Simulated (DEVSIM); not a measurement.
Structure: Ni/SiO2/p-InP capacitor, at 400 K.

```csv
layer (left to right),material,thickness (nm),Na (cm⁻³)
1,SiO2,7.60,-
2,InP,1100,3.2e17
```

Metal gate on the left, work function 5.1 eV. Fixed charge at the semiconductor interface 0 cm⁻² (in units of +e); no interface traps.

Constants are typed, rounded textbook-type inputs, not results; the design itself was drawn at random and stands for no fabricated device. Values at 300 K; Nc and Nv go as T^1.5, mobilities as T to minus their exponent, the gap by Varshni's rule with the affinity fixed.

| parameter | SiO2 | InP |
|---|---|---|
| gap (eV) | 9 | 1.344 |
| affinity (eV) | 0.9 | 4.38 |
| permittivity | 3.9 | 12.5 |
| Nc (cm⁻³) | - | 5.7e17 |
| Nv (cm⁻³) | - | 1.1e19 |
| Varshni α (eV/K) | - | 0.000363 |
| Varshni β (K) | - | 162 |

Model (solved in DEVSIM): 1D Poisson equation in equilibrium, Boltzmann statistics, complete ionisation; no quantum confinement or tunnelling. Metal contacts follow the ideal Schottky-Mott rule: no Fermi-level pinning, no interface dipoles.

Q: Tabulate band edges, carrier densities and field at 0.6 V on the gate.

A: Energies count from the Fermi level of the right contact; mesh points crowd at the junctions.

| x (μm) | Ec (eV) | Ev (eV) | n (cm⁻³) | p (cm⁻³) | field (V/cm) |
|---|---|---|---|---|---|
| 0.000 | 3.600 | -5.400 | < 1e2 | < 1e2 | 690000 |
| 0.001007 | 3.669 | -5.331 | < 1e2 | < 1e2 | 690000 |
| 0.002715 | 3.787 | -5.213 | < 1e2 | < 1e2 | 690000 |
| 0.004943 | 3.940 | -5.060 | < 1e2 | < 1e2 | 690000 |
| 0.006977 | 4.080 | -4.920 | < 1e2 | < 1e2 | 690000 |
| 0.007911 | 0.649 | -0.662 | 5.8e9 | 7.7e10 | 210000 |
| 0.009335 | 0.679 | -0.632 | 2.4e9 | 1.8e11 | 210000 |
| 0.01366 | 0.764 | -0.547 | 2.1e8 | 2.2e12 | 190000 |
| 0.02065 | 0.883 | -0.428 | 6500000 | 6.9e13 | 150000 |
| 0.03535 | 1.060 | -0.251 | 38000 | 1.2e16 | 87000 |
| 0.06332 | 1.167 | -0.144 | 1700 | 2.6e17 | 8400 |
| 0.1482 | 1.175 | -0.137 | 1400 | 3.2e17 | ≈ 0 |
| 0.2949 | 1.175 | -0.137 | 1400 | 3.2e17 | ≈ 0 |
| 0.5576 | 1.175 | -0.137 | 1400 | 3.2e17 | ≈ 0 |
| 0.8877 | 1.175 | -0.137 | 1400 | 3.2e17 | ≈ 0 |
| 0.9964 | 1.175 | -0.137 | 1400 | 3.2e17 | ≈ 0 |
| 1.054 | 1.175 | -0.137 | 1400 | 3.2e17 | ≈ 0 |
| 1.081 | 1.175 | -0.137 | 1400 | 3.2e17 | ≈ 0 |
| 1.097 | 1.175 | -0.137 | 1400 | 3.2e17 | ≈ 0 |
| 1.103 | 1.175 | -0.137 | 1400 | 3.2e17 | ≈ 0 |
| 1.106 | 1.175 | -0.137 | 1400 | 3.2e17 | ≈ 0 |
| 1.108 | 1.175 | -0.137 | 1400 | 3.2e17 | ≈ 0 |
